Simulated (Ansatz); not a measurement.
Consider Ga₂O₃ in the corundum structure (space group R-3c, No. 167; a = 4.985 Å, c = 13.441 Å (hexagonal axes)). Axes: x lies along a and z along c of the hexagonal cell.

Computed with r2SCAN (Ansatz, a quantum-chemistry and plane-wave program; PAW; 500 eV plane waves; without spin-orbit coupling), earlier PAW set.

It is then changed as follows: an isotropic linear strain of −0.42 %; the atoms relax in the strained cell.

Task: Predict the stress tensor and what it implies for the stiffness.

Result: Stress of the strained cell less that of the base (GPa, compression positive):
```
   3.18    0.00    0.00
   0.00    3.18    0.00
   0.00    0.00    2.81
```

Then B = −ΔP/(ΔV/V₀) with ΔV/V₀ = -0.0125 gives secant stiffness values (nonlinear terms included at this strain): B (at held cell shape, above the free-shape value) ≈ 244 GPa.

Whether these cells are dynamically stable was not tested.
